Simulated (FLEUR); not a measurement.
A self-consistent single point of Hf2Ni (I4/mcm, 6 atoms in the cell) with FLEUR.

Method: PBEsol, all-electron FLAPW (FLEUR), scalar-relativistic valence.

The change in words: lattice scaled by 0.98. Reference geometry:
```xyz
6
Lattice="-3.1779 3.1779 2.6180 3.1779 -3.1779 2.6180 3.1779 3.1779 -2.6180" Properties=species:S:1:pos:R:3 pbc="T T T"
Hf     1.0526     2.1253     2.6180
Hf     2.1253     1.0526     0.0000
Hf     1.0526     4.2304     0.0000
Hf     2.1253    -1.0526     2.6180
Ni     0.0000     0.0000     3.9271
Ni     0.0000     0.0000     1.3090
```

Reference input (self-consistent single point, DFT, PBEsol, all-electron FLAPW (FLEUR), scalar-relativistic valence): Kmax = 4.4 1/bohr; GmaxXC = 15.4 1/bohr; xcFunctional = PBEs; jspins = 1; l_soc = F; mode = hist; fermiSmearingEnergy = 0.00367493 Htr; mesh (inpgen div1-3) = 6 6 6; inpgen gamma flag = true; Gmax = 15.4 1/bohr; numbands = 0; maxIterBroyd = 15. This run's input differs from it in these lines:

```diff
@@ -3,5 +3,5 @@
 &input film=f /
--3.1778700000 3.1778700000 2.6180400000
-3.1778700000 -3.1778700000 2.6180400000
-3.1778700000 3.1778700000 -2.6180400000
+-3.1143130000 3.1143130000 2.5656790000
+3.1143130000 -3.1143130000 2.5656790000
+3.1143130000 3.1143130000 -2.5656790000
 1.8897261246
@@ -48,5 +48,5 @@
          <bravaisMatrix>
-            <row-1>   -6.0053039595826014     6.0053039595826014     4.9473785832477839</row-1>
-            <row-2>    6.0053039595826014    -6.0053039595826014     4.9473785832477839</row-2>
-            <row-3>    6.0053039595826014     6.0053039595826014    -4.9473785832477839</row-3>
+            <row-1>   -5.8851986362813999     5.8851986362813999     4.8484306336376024</row-1>
+            <row-2>    5.8851986362813999    -5.8851986362813999     4.8484306336376024</row-2>
+            <row-3>    5.8851986362813999     5.8851986362813999    -4.8484306336376024</row-3>
          </bravaisMatrix>
```

The program printed (abridged):

```
 Iteration:     1   Distance:      19.12615628 me/bohr^3
 Iteration:     2   Distance:      11.83999510 me/bohr^3
 Iteration:     3   Distance:       9.76231064 me/bohr^3
 Iteration:     4   Distance:      12.54385134 me/bohr^3
 Iteration:     5   Distance:       5.14218200 me/bohr^3
   [... 14 lines left out ...]
 Iteration:    20   Distance:       0.00006339 me/bohr^3
 Iteration:    21   Distance:       0.00004594 me/bohr^3
 Iteration:    22   Distance:       0.00001571 me/bohr^3
 Iteration:    23   Distance:       0.00000318 me/bohr^3
 Reset of history
 Run finished successfully
 Stop message:
   Structural relaxation: new displacements generated

[file out, last iteration]
             iter=     24
[...]
          total density-effective poten   -1.0922793641E+05
          total charge density-energy d   -1.3461516362E+03
 Updated energy parameters for spin:           1
[...]
 fermi energy and band-weighting factors:
   [... 10 lines left out ...]

[...]
FERMIE:
          first approx. to ef    (T=0)  :   0.483767 htr   (energy of the highest occ. eigenvalue)
          number of occ. states  (T=0)  :       2043
          first approx. to seigv (T=0)  : -33.179605 htr
          sum of weights of occ. states :  68.060185
          sum of semicore charge        :   0.000000 e
FERHIS:  Fermi-Energy by histogram:
          bandgap                     :   0.000101 htr
   [... lines left out ...]
          charge neutrality (T=0)     :   0.120370    (zero if the highest occ. eigenvalue is "entirely" occupied)
     EF_NEWTON:  Adjust Fermi-Energy by Newton-Method.
 Direct bandgap for spin            1 :    3.3303039877661811E-003  Htr
 ---->    free energy=                    -63412.3378559292 htr
   [... lines left out ...]
      extrapolation for T->0
 ---->    total electron energy=          -63412.3344993327 htr
 ***** TOTAL FORCES ON ATOMS *****
 TOTAL FORCE FOR ATOM TYPE=  1  X=  1.949   Y=  3.936   Z= -4.848
                       FX_TOT=-0.003782 FY_TOT= 0.003782 FZ_TOT= 0.000000
 TOTAL FORCE FOR ATOM TYPE=  2  X=  0.000   Y=  0.000   Z= -2.424
                       FX_TOT= 0.000000 FY_TOT= 0.000000 FZ_TOT= 0.000000
```

The run converged in 23 iterations. FLEUR gives forces in its relaxation mode, with a further iteration, so its stop message speaks of a relaxation. Against the reference run the free energy rises by 16.2 meV/atom and the largest force goes from 0.112 to 0.275 eV/Å.

The starting cell comes from a database of computed structures (which also holds hypothetical and non-ambient phases and stackings), without a prior relaxation at this level. For this run, on top of that: lattice scaled by 0.98. Spin-orbit coupling is off. Spin polarisation is off. Values depend on the basis (sphere radii, cutoffs, local orbitals), which need not be converged. The log's line on a gap gives a spacing of levels on this mesh, which the program prints for metals too.

Cost on one core of a shared machine: roughly 9 min.
